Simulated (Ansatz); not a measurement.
Reference: SnO2 (P4_2/mnm), r2SCAN, rigid bands (plane waves, PAW, scalar-relativistic; Ansatz, a quantum-chemistry and plane-wave program); axes and stresses refer to this cell.

```
CELL_PARAMETERS angstrom
      4.76912     0.00000     0.00000
      0.00000     4.76912     0.00000
      0.00000     0.00000     3.21204
ATOMIC_POSITIONS crystal
  Sn 0.00000 0.00000 0.00000
  Sn 0.50000 0.50000 0.50000
  O  0.30627 0.30627 0.00000
  O  0.69373 0.69373 0.00000
  O  0.80627 0.19373 0.50000
  O  0.19373 0.80627 0.50000
```

Seebeck coefficient, n-type 1e19 cm⁻³: -123 μV/K
electron mass along x: 0.23 mₑ
hole mass along z: 1.96 mₑ

Q: After one change the values are Seebeck coefficient, n-type 1e19 cm⁻³ -123 μV/K; electron mass along x 0.23 mₑ; hole mass along z 2.2 mₑ. Which change was made?
A. biaxial stress in the c plane of -2 GPa (compression positive)
B. biaxial stress in the c plane of 6 GPa (compression positive)
C. uniaxial stress along c of 2 GPa (compression positive)
D. biaxial stress in the c plane of -6 GPa (compression positive)

A: D, biaxial stress in the c plane of -6 GPa (compression positive)

Masses are for dilute carriers at 300 K, harmonic means over directions unless an axis is named. Seebeck coefficients are for the stated density at 300 K, with one relaxation time for all states and whether or not that doping can be reached. Spin-orbit coupling is left out unless a row names it. Stresses and pressures are the targets of the relaxation.  The structure type is held under load, also where the real crystal would transform.
